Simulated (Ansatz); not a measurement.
The starting structures come from a database of crystals and need not be the phases stable at ambient conditions.

By PBEsol, the system below comes out a metal.

Consider the following.

```
CELL_PARAMETERS angstrom
      3.25266     0.00000     0.00000
      0.00000     3.25266     0.00000
      0.00000     0.00000     3.25266
ATOMIC_POSITIONS crystal
  Zr 0.50000 0.50000 0.50000
  Cu 0.00000 0.00000 0.00000
```

Space group of this cell: Pm-3m, CsCl type. The cell is taken as given; by PBEsol its mean pressure is -3.2 GPa.

The current flows along the normal of the first two printed cell vectors, the (001) plane of the conventional cell. No spin-orbit coupling; the value is a mean over 0.1 eV about the Fermi level.

**Question.** Predict the ballistic conductance per area from PBEsol in Ansatz (a quantum-chemistry and plane-wave program).

**Answer.** 0.95 × 10¹⁵ S/m² for both spins.
